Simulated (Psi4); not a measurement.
Psi4 1.11, BP86/def2-svpd: Au(I)(CNMe) (C[N+]#[C-]->[Au][I]), 8 atoms. The geometry is a generated start, not checked to be a minimum at this level.

- task: energy
- method: bp86
- basis: def2-svpd
- memory: 3 GB
- maxiter: 100
- keys of the molecule block: symmetry c1
- scf_type: df (default)
- diis_max_vecs: 10 (default)
- e_convergence: 1e-06 (default)
- d_convergence: 1e-06 (default)
- dft_radial_points: 75 (default)
- dft_spherical_points: 302 (default)
- effective core potentials: those of the basis set, past Kr
- basis functions: 154
- grid points: 173516

```xyz
8

Au    -0.4477     1.9773    -1.7326
I     -0.8996     3.8535    -3.3580
C      0.3033    -1.3236     1.1584
N      0.0738    -0.2971     0.2512
C     -0.1193     0.5621    -0.5023
H      0.1384    -0.9543     2.1720
H      1.3331    -1.6707     1.0586
H     -0.3820    -2.1472     0.9526
```

Charge 0 and multiplicity 1 are set for this test and not shown to be the ground state.

With the defaults (diis = true, scf_initial_accelerator = adiis, damping_percentage = 0, level_shift = 0, level_shift_cutoff = 0.01, soscf = false, soscf_start_convergence = 0.01, guess = auto, which took SAD, diis_start = 1) it converges in 12 SCF iterations. One run each on 2 threads, with these changes:
- guess = modhuckel
- soscf = true, soscf_start_convergence = 0.1
- soscf = true, soscf_start_convergence = 0.001
- level_shift = 0.5, level_shift_cutoff = 0.001
- diis = false, scf_initial_accelerator = none, damping_percentage = 60
- guess = core
- level_shift = 0.1, level_shift_cutoff = 0.001
- diis_start = 4
- guess = sadno

Name the settings that don't reach the solution of the defaults.

No convergence: diis = false, scf_initial_accelerator = none, damping_percentage = 60 (the run ends without SCF convergence in 100 iterations). The rest reach the solution of the defaults.

| setting | SCF iterations | JK calls | end |
|---|---|---|---|
| soscf = true, soscf_start_convergence = 0.1 | 8 | 34 | same solution |
| soscf = true, soscf_start_convergence = 0.001 | 9 | 20 | same solution |
| level_shift = 0.1, level_shift_cutoff = 0.001 | 11 | 12 | same solution |
| level_shift = 0.5, level_shift_cutoff = 0.001 | 11 | 12 | same solution |
| the defaults | 12 | 13 | same solution |
| guess = sadno | 13 | 13 | same solution |
| guess = modhuckel | 16 | 49 | same solution |
| guess = core | 17 | 17 | same solution |
| diis_start = 4 | 21 | 22 | same solution |
| diis = false, scf_initial_accelerator = none, damping_percentage = 60 | 100 | 101 | no convergence |

An SOSCF iteration holds several JK calls; a Hückel guess adds calls on atoms. 1 further run of the study ended by our limits or in an error and is left out.
